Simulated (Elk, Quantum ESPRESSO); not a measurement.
An Elk input for a self-consistent single point of Zr4CuNi (I422, 6 atoms in the cell) (DFT, LDA (PW92), all-electron FP-LAPW, Elk's shipped species files, APW+lo basis with extra local orbitals):

```
tasks
  0

xctype
  3

rgkmax
  8.0

gmaxvr
  14.0

nxlo
  2

lorbcnd
  .true.

rmtscf
  0.96

lmaxi
  3

stype
  0

swidth
  0.00499791

avec
   -6.2268648991    6.2268648991    4.9205539210
    6.2268648991   -6.2268648991    4.9205539210
    6.2268648991    6.2268648991   -4.9205539210

sppath
  './'

atoms
  3   : nspecies
  'Zr.in'   : spfname
  4   : natoms; atposl, bfcmt below
  0.4111900000  0.9111900000  0.8223800000    0.0 0.0 0.0
  0.9111900000  0.0888100000  0.5000000000    0.0 0.0 0.0
  0.0888100000  0.5888100000  0.1776200000    0.0 0.0 0.0
  0.5888100000  0.4111900000  0.5000000000    0.0 0.0 0.0
  'Cu.in'   : spfname
  1   : natoms; atposl, bfcmt below
  0.5000000000  0.5000000000  0.0000000000    0.0 0.0 0.0
  'Ni.in'   : spfname
  1   : natoms; atposl, bfcmt below
  0.0000000000  0.0000000000  0.0000000000    0.0 0.0 0.0

ngridk
  5 5 5
```

Task: Give the Quantum ESPRESSO input for the same structure, mesh, smearing and functional.

Result: One input that does it (others would too):

```fortran
&control
   calculation = 'scf'
   prefix = 'run'
   outdir = './out'
   pseudo_dir = './'
   tprnfor = .true.
   tstress = .true.
/
&system
   ibrav = 0
   celldm(1) = 10.08759356
   nat = 6
   ntyp = 3
   ecutwfc = 50
   ecutrho = 400
   occupations = 'smearing'
   smearing = 'gaussian'
   degauss = 0.0099958
/
&electrons
   conv_thr = 1.0e-11
   mixing_beta = 0.7
/
ATOMIC_SPECIES
Zr    91.2240  zr_lda_v1.uspp.F.UPF
Cu    63.5460  cu_lda_v1.2.uspp.F.UPF
Ni    58.6934  ni_lda_v1.4.uspp.F.UPF
ATOMIC_POSITIONS bohr
Zr    8.23428160    2.00741671    2.46027696
Zr   -2.00741671    8.23428160    2.46027696
Zr    4.21944819   -2.00741671    2.46027696
Zr    2.00741671    4.21944819    2.46027696
Cu    0.00000000    0.00000000    4.92055392
Ni    0.00000000    0.00000000    0.00000000
K_POINTS automatic
5 5 5  0 0 0
CELL_PARAMETERS alat
  -0.61727952     0.61727952     0.48778273
   0.61727952    -0.61727952     0.48778273
   0.61727952     0.61727952    -0.48778273
```

Basis settings and potentials, where a program has them, do not carry over. This input uses DFT, LDA (PZ), plane waves, GBRV 1.5 ultrasoft (LDA) pseudopotentials. LDA parametrisations can differ slightly between programs.

The starting cell comes from a database of computed structures (which also holds hypothetical and non-ambient phases and stackings), without a prior relaxation at this level.
